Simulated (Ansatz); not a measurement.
Base system: CuI in the zinc blende structure (space group F-43m, No. 216).

```
CuI
1.0
    0.00000     2.96966     2.96966
    2.96966     0.00000     2.96966
    2.96966     2.96966     0.00000
Cu I
1 1
Cartesian
  0.00000   0.00000   0.00000
  1.48483   1.48483   1.48483
```

The values are results of PBEsol in Ansatz (plane waves to 420 eV, PAW, no spin-orbit coupling), not measurements.

For the base:

| Item | Value |
|---|---|
| Volume per atom | 26.19 Å³ |

Perturbation: a hydrostatic pressure of 0.9 GPa.

Task: What happens to the volume per atom?

Result: The volume per atom shrinks by 0.45 Å³, from 26.19 Å³ to 25.74 Å³.

Task: Predict the new mean gap deformation potential ΔEg/Δln V.

Result: The mean gap deformation potential ΔEg/Δln V is -2.9 eV.

Spin-orbit coupling, missing from the scalar runs, can matter with I. Load acts through the strain it causes; cell and atoms are relaxed under it. No phonon test of stability was made. The final runs are not spin-polarised.

Ansatz is a first-principles code.
